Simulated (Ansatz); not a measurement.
Functionals compared on a constructed model of the (100) surface of fcc Rh, a pseudomorphic layer of Al in the host's stacking (bottom of the slab: a bare face, its two planes held), in Ansatz (plane waves, PAW). The structure was relaxed with PBE; the other rows are single points on it. Cutoff 420 eV (500 eV for r2SCAN).

Set-up: 7 atoms, 11.5 Å thick at the start; mesh 14x14x1; 0.1 eV smearing; dipole correction on; 2 atoms held, the rest relaxed; held to the start's symmetry, so lower structures may exist; no spin, no spin-orbit, no U. It is one candidate, not shown to be the stable structure of the face. These notes are the PBE run's.

| functional | work function of the top face (eV) | rough cost of the single point |
|---|---|---|
| PBE | 4.50 | – |
| RPBE | 4.43 | roughly 50 core-seconds |
| r2SCAN | 4.56 | about 80 core-seconds (a rough figure) |

Ansatz is a quantum-chemistry and plane-wave program.
